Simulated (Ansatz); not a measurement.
Base system: BeS in the zinc blende structure (space group F-43m, No. 216; a = 4.8381 Å). Axes: x, y, z lie along the cube axes.

Computed with PBEsol (Ansatz, a quantum-chemistry and plane-wave program), without spin-orbit coupling.

Strains are applied to the cell and any free atomic positions relax; under biaxial strain the out-of-plane vector relaxes too.

One change was made to it. Results:

```json
[
 {"quantity": "electron mass", "base": "0.80 mₑ along k, 0.28 mₑ across (at X)", "after": "0.75 mₑ along k, 0.30 mₑ across (at X)"},
 {"quantity": "energy relative to the base (free energy F)", "base": "0 meV/atom", "after": "+9.0 meV/atom"}
]
```

Q: Which change produced these results?
A. biaxial strain −1.50 %, plane normal [001], relaxed out of plane
B. biaxial strain +2.50 %, plane normal [001], relaxed out of plane
C. biaxial strain +0.50 %, plane normal [001], relaxed out of plane
D. biaxial strain +2.00 %, plane normal [001], relaxed out of plane

A: B, biaxial strain +2.50 %, plane normal [001], relaxed out of plane. For comparison, the electron mass in the other runs: biaxial strain +2.00 %, plane normal [001], relaxed out of plane gives 0.76 mₑ along k, 0.30 mₑ across (at X); biaxial strain +0.50 %, plane normal [001], relaxed out of plane gives 0.79 mₑ along k, 0.28 mₑ across (at X); biaxial strain −1.50 %, plane normal [001], relaxed out of plane gives 0.78 mₑ along k, 0.28 mₑ across (at X).

The levels and masses belong to the bands next to the band gap. Masses are band curvatures over ±0.01 Å⁻¹ around the edge. Along k means along the line from Γ to the band edge. Stability against distortions was not tested.
